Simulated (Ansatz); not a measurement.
**Amorphous Si$_{24}$O$_{47}$Cl$_{2}$**

Preparation: random packing, a CHGNet melt and quench, and a DFT relaxation. Anions were pushed apart under 1.9 Å during the dynamics, to hinder bonds among them. The hot cell started wider than the set density and was brought back towards it in steps. It is the lowest in DFT energy of 2 quenches. It is a model cell: composition and starting density were chosen by hand, and all elements were melted together. No dispersion term was used.

Methods: PBE, scalar-relativistic without spin-orbit coupling (Ansatz, a program for electronic structure); r2SCAN, scalar-relativistic without spin-orbit coupling (Ansatz); HSE06, scalar-relativistic without spin-orbit coupling (Ansatz). Geometry, pressure, stress and energy are those of the PBE run. Its sampling: a 2×2×2 Γ-centred mesh; Fermi-Dirac width 0.02 eV; no spin polarisation. Other functionals are single points at the zone centre (r2SCAN at 500 eV; exact exchange cut at the cell's faces), free to take moments where seeds were set. At PBE the levels at the filled edge of the gap are localised (band-tail or defect states).

| Item | Result |
|---|---|
| Number of atoms in the cell | 73 |
| Density (held, not predicted) | 2.21 g/cm³ |
| Volume per atom | 15.44 Å³ |
| Pressure on a 2×2×2 Γ-centred mesh | 0.45 GPa |
| Largest force and stress component on that mesh (the relaxation ran on the zone centre alone) | 0.02 eV/Å and 0.5 GPa |
| Energy relative to alpha cristobalite + SiCl4 gas (lowest mix at this level among the phases computed, not always the ambient ones) | 0.086 eV/atom |
| Level gap on a 2×2×2 Γ-centred mesh (PBE) | 5.39 eV |
| Level gap at the zone centre (PBE) | 5.41 eV |
| Level gap at the zone centre (r2SCAN) | 6.10 eV |
| Level gap at the zone centre (HSE06) | 7.07 eV |

Bonds are counted up to Si-Si 2.60 Å, Si-O 1.90 Å, Si-Cl 2.56 Å, O-O 1.58 Å, O-Cl 2.02 Å, Cl-Cl 2.45 Å. Two cations that share two anions don't count as bonded, nor two that share one unless they lie closer than Si-Si 2.38 Å.

```json
{
 "Mean coordination of Si by anions": "4.00 (24 with 4)",
 "Mean coordination of O": "2.00 (47 with 2)",
 "Mean coordination of Cl": "1.00 (2 with 1)",
 "Mean Si-O bond": "1.637 Å (spread 0.016 Å, 94 counted)",
 "Mean Si-Cl bond": "2.034 Å (spread 0.002 Å, 2 counted)"
}
```

Its density started from a set value of 2.21 g/cm³. Cooling (nominally 320 K/ps over its main leg) ran many orders faster than in experiment, which tends to leave more defects and strain. Values belong to this one cell and scatter from quench to quench. The volume was held where the preparation left it and the shape relaxed, at a PBE pressure of 0.5 GPa.
